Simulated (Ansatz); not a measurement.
Input:

```
CELL_PARAMETERS angstrom
      2.75798     0.00000     0.00000
      1.37899     2.38848     0.00000
      0.00000     0.00000     4.43343
ATOMIC_POSITIONS crystal
  Re 0.33333 0.33333 0.75000
  Re 0.66667 0.66667 0.25000
```

No spin polarisation.

The values are results of PBEsol (Ansatz, a quantum-chemistry and plane-wave program), without spin-orbit coupling, not measurements. Γ-centred 19×19×11 mesh, Fermi–Dirac width 0.05 eV.

### Question
Predict the band gap, space group and pressure.

### Answer
Band gap: zero
Space group: P6_3/mmc (No. 194)
Pressure (mean of the normal stresses, compression positive): -1.3 GPa

The cells carry an imposed strain or load. No phonon test of stability was made. The final runs are not spin-polarised. The cell was made from Re in the hcp (Mg type) structure (space group P6_3/mmc, No. 194) by this change: biaxial strain +0.26 %, plane normal [001], relaxed out of plane.
